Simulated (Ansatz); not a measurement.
Input and output of a self-consistent single point for F₂ (P1, 4 atoms in the cell) (Ansatz, a first-principles code).

Method: PBEsol, default PAW files made with PBE (plane waves; Ansatz).

```xyz
4
Lattice="2.5691 -1.5919 0.0000 2.5691 1.5919 0.0000 -0.5649 0.0000 6.6307" Properties=species:S:1:pos:R:3 pbc="T T T"
F      3.5445     0.5086     4.0149
F      1.0288    -0.5086     2.6658
F      0.7463     0.5086     5.9812
F      3.8270    -0.5086     0.6495
```

Reference input (self-consistent single point, DFT, PBEsol, plane waves, default PAW files made with PBE): basis.ecutwfc = 420 eV; kpoints.mp_grid.grid = 9 9 4; hamiltonian.xc = pbesol; hamiltonian.pseudopotentials = {kind: paw} (the program's default PAW files); scf.occupations.method = fermi_dirac; scf.occupations.width = 0.01 eV. This run's input differs from it in these lines:

Ansatz 0.2 input:
```diff
@@ -14,3 +14,3 @@
 kpoints:
-  mp_grid: { grid: [9, 9, 4] }
+  mp_grid: { grid: [19, 19, 8], shift: [0.5, 0.5, 0.5] }
 hamiltonian:
```

The program printed (abridged):

```
SCF iter   1: F=—  HF=-3190.531479 eV  |F-HF|=—  |Δ(HF+E_count)|=         —  Δρ=1.17e-2  dr2=3.19e-2  ethr=1.77e-3  ⟨swp⟩=5.1  Hψ=114967  notcnv=0
all-band conjugate gradients solve this SCF's bands
preconditioner: auto → none
SCF iter   2: F=—  HF=-3190.521211 eV  |F-HF|=—  |Δ(HF+E_count)|=   1.03e-2  Δρ=2.77e-3  dr2=1.28e-3  ethr=1.14e-4  ⟨swp⟩=2.1  Hψ=57680  notcnv=0
   [... lines left out ...]
SCF iter   5: F=—  HF=-3190.521198 eV  |F-HF|=—  |Δ(HF+E_count)|=   6.78e-5  Δρ=5.45e-4  dr2=1.01e-4  ethr=2.65e-6  ⟨swp⟩=2.0  Hψ=27899  notcnv=0
SCF iter   6: F=—  HF=-3190.521195 eV  |F-HF|=—  |Δ(HF+E_count)|=   3.45e-6  Δρ=1.36e-4  dr2=5.52e-6  ethr=3.60e-7  ⟨swp⟩=1.0  Hψ=25992  notcnv=0
SCF iter   7: F=—  HF=-3190.521133 eV  |F-HF|=—  |Δ(HF+E_count)|=   6.15e-5  Δρ=2.65e-5  dr2=9.45e-8  ethr=3.57e-10  ⟨swp⟩=3.1  Hψ=105253  notcnv=0
SCF iter   8: F=-3190.521134 eV  HF=-3190.521133 eV  |F-HF|=6.08e-8  |Δ(HF+E_count)|=   1.70e-7  Δρ=1.25e-5  dr2=1.71e-8  ethr=3.38e-10  ⟨swp⟩=1.9  Hψ=78411  notcnv=0
SCF 1 converged in 8 iterations: F = -3190.521134 eV  dr2 = 1.71e-8
Free energy (F): -3190.521134 eV
Internal energy: -3190.521134 eV  (E = F + TS)
E sigma→0 (E₀):  -3190.521134 eV
Fermi energy:    -1.441961 eV
--- Forces (eV/Å), atoms counted from 1 ---
  atom   1  F      0.05795607     0.68147895    -1.63664253
  atom   2  F     -0.05902764    -0.68326646     1.61993505
  atom   3  F     -0.01576220     0.25354838     0.50596381
  atom   4  F      0.01683598    -0.25174285    -0.48930743
--- Stress (GPa, compression-positive) ---
        1.442627      -0.087354       0.464176
       -0.087355      -0.374013       1.982616
        0.464152       1.982630      -8.023968
  P = ⅓ Tr σ = -2.3185 GPa (-23.185 kbar)
  The stress holds the Pulay correction. Without it, at fixed plane waves, as pw.x and ABINIT print it: P = -3.4857 GPa
```

The run converged in 8 iterations. Against the reference run the free energy is nearly the same (within 1 meV/atom), the pressure stays at -2.32 GPa, the largest force stays at 1.774 eV/Å and the gap on the mesh goes from 2.260 to 2.273 eV.

The starting cell comes from a database of computed structures (which also holds hypothetical and non-ambient phases and stackings), without a prior relaxation at this level. Its lattice was rescaled by up to half a per cent. One atom was moved a little off its site on purpose. Forces in this geometry exceed 1 eV/Å. Ansatz's pressure includes its estimate of the finite-basis (Pulay) stress. Without the estimate this run gives -3.49 GPa. The shifted mesh does not hold Γ, so a gap read on it misses any band edge there.

Cost on one core of a shared machine: roughly 2 min.
